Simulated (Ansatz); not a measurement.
We consider YPt₃ (model structure, started from the D022 type, I4/mmm, No. 139, 4 atoms in the cell), described by PBEsol (PAW; Ansatz, a quantum-chemistry and plane-wave program).

Numerical settings: plane-wave cutoff 520 eV, 18×18×18 k mesh, Fermi–Dirac smearing 0.05 eV, scalar-relativistic PAW data made under PBE.

Cell (relaxed at this level):

```cif
data_Pt3Y
_chemical_formula_sum 'Pt3 Y1'
_space_group_name_H-M_alt 'P 1'
_space_group_IT_number 1
_cell_length_a 5.05417
_cell_length_b 5.05417
_cell_length_c 5.05417
_cell_angle_alpha 132.787
_cell_angle_beta 132.787
_cell_angle_gamma 68.989
loop_
_space_group_symop_operation_xyz
  'x, y, z'
loop_
_atom_site_label
_atom_site_type_symbol
_atom_site_fract_x
_atom_site_fract_y
_atom_site_fract_z
_atom_site_occupancy
Pt1 Pt 0.50000 0.50000 0.00000 1
Pt2 Pt 0.75000 0.25000 0.50000 1
Pt3 Pt 0.25000 0.75000 0.50000 1
Y1 Y 0.00000 0.00000 0.00000 1
```

Task: Estimate the bulk modulus that the calculation returns.

Result: 
- bulk modulus: 186 GPa

The run finds no gap.

Note: the bulk modulus is −V dP/dV from two relaxed cells at ±2 % in volume; the relaxation could raise the start's symmetry but not lower it, so the cell can be a saddle point.

Spin–orbit coupling is not included.

The computed numbers hold no vibrational or temperature effects.

A model structure was made by putting elements into a prototype or built by hand; it is no filed structure, need not be a known phase, and can be a saddle point held by its symmetry.
